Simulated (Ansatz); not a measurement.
Worked calculations on one periodic cell of amorphous Al$_{28}$O$_{44}$Ge: Al28O44Ge, 73 atoms, volume 807.1 Å³, made by a melt-quench on the CHGNet potential and relaxed with DFT. O atoms were pushed apart under 1.9 Å during the dynamics, to hinder bonds among them. It is a model cell: composition and starting density were chosen by hand, and all elements were melted together. Cycles of charging were run to anneal it. All values below come from PBE, scalar-relativistic without spin-orbit coupling (plane waves to 420 eV, PAW; Ansatz, an electronic-structure program). Sampling: a 2×2×2 Γ-centred mesh; Fermi-Dirac width 0.02 eV; no spin polarisation. Its volume was held where the quench left it, its shape was free, and it stands at a mean pressure of -1.7 GPa with stress components up to 1.7 GPa; the relaxation ran on the zone centre alone. Its density went from a set 3.15 to 3.15 g/cm³. The cell is small and was quenched far faster than a real film, so it is one sample of the glass.

Count formal charges (Al +3, O -2, Ge +4). What does the count lead one to expect at the Fermi level, and what does the calculation give?

28 × (+3) + 44 × (-2) + 1 × (+4) = 0. The charges balance, so the anion-derived valence states can be full and a gap can open. On this mesh the highest filled and lowest empty level lie 3.03 eV apart, the PBE gap of this cell, with a localised state at one edge or both.

Four energies for an added electron at PBE on the zone centre alone (charged cells in a uniform background, spin-polarised): neutral at the neutral geometry -44405.623 eV; charged at the neutral geometry -44397.237 eV; charged and relaxed -44397.705 eV; neutral at the charged geometry -44404.513 eV.

Find the two relaxation energies and their sum, the reorganisation energy.

On charging: -44397.237 − (-44397.705) = 0.468 eV. On discharging: -44404.513 − (-44405.623) = 1.110 eV. The sum is 1.578 eV. The carrier's level spreads over 7 of the 73 atoms' worth, so it counts as partly localised, most on one Ge atom with neighbours O 1.78 Å, O 1.80 Å, O 1.80 Å, O 1.82 Å (neutral geometry). The values are uncorrected: the image energy of a point charge in this cell, 2.84 × 14.40 / (2 × 9.3) = 2.2 eV before screening, is screened by electrons alone at the fixed geometry and by ions too after relaxing, and the carrier can be spread before it relaxes, so each term can be off by up to that value times 1/ε∞, some tenths of an eV. PBE's self-interaction favours spread-out carriers, so a hybrid can localise more.

Four energies for a hole at PBE on the zone centre alone (charged cells in a uniform background, spin-polarised): neutral at the neutral geometry -44405.623 eV; charged at the neutral geometry -44410.670 eV; charged and relaxed -44410.854 eV; neutral at the charged geometry -44405.331 eV.

Find the two relaxation energies and their sum, the reorganisation energy.

On charging: -44410.670 − (-44410.854) = 0.184 eV. On discharging: -44405.331 − (-44405.623) = 0.292 eV. The sum is 0.476 eV. The carrier's level spreads over 7 of the 73 atoms' worth, so it counts as partly localised, most on one O atom with neighbours Al 1.72 Å, Al 1.73 Å (neutral geometry). The values are uncorrected: the image energy of a point charge in this cell, 2.84 × 14.40 / (2 × 9.3) = 2.2 eV before screening, is screened by electrons alone at the fixed geometry and by ions too after relaxing, and the carrier can be spread before it relaxes, so each term can be off by up to that value times 1/ε∞, some tenths of an eV. PBE's self-interaction favours spread-out carriers, so a hybrid can localise more.
